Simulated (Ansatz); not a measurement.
# A computed series for MgO: response to strain

Base system: MgO in the rock salt structure (space group Fm-3m, No. 225).

```
CELL_PARAMETERS angstrom
      0.00000     2.10221     2.10221
      2.10221     0.00000     2.10221
      2.10221     2.10221     0.00000
ATOMIC_POSITIONS crystal
  Mg 0.00000 0.00000 0.00000
  O  0.50000 0.50000 0.50000
```

Cartesian axes are those of the cell as printed.

Strains are applied to the cell and any free atomic positions relax; under biaxial strain the out-of-plane vector relaxes too.

All numbers come from Ansatz (a first-principles code), r2SCAN, PAW, cutoff 500 eV, no SOC.

```json
[
 {"biaxial strain, plane normal [001], relaxed out of plane (%)": "0", "band gap (eV)": "5.68"},
 {"biaxial strain, plane normal [001], relaxed out of plane (%)": "0.5", "band gap (eV)": "5.61"},
 {"biaxial strain, plane normal [001], relaxed out of plane (%)": "1", "band gap (eV)": "?"},
 {"biaxial strain, plane normal [001], relaxed out of plane (%)": "1.5", "band gap (eV)": "5.45"},
 {"biaxial strain, plane normal [001], relaxed out of plane (%)": "2", "band gap (eV)": "5.37"},
 {"biaxial strain, plane normal [001], relaxed out of plane (%)": "2.5", "band gap (eV)": "5.30"},
 {"biaxial strain, plane normal [001], relaxed out of plane (%)": "3", "band gap (eV)": "5.22"}
]
```

Fit E_g = E₀ + Dε (ε in %) to the rows shown and predict the withheld row.

Least squares on the printed values gives E₀ = 5.68 eV, D = -154 meV per % of strain (largest residual 0.00 eV); this predicts 5.53 eV, and the run gives 5.53 eV, in agreement.

Whether these cells are dynamically stable was not tested.
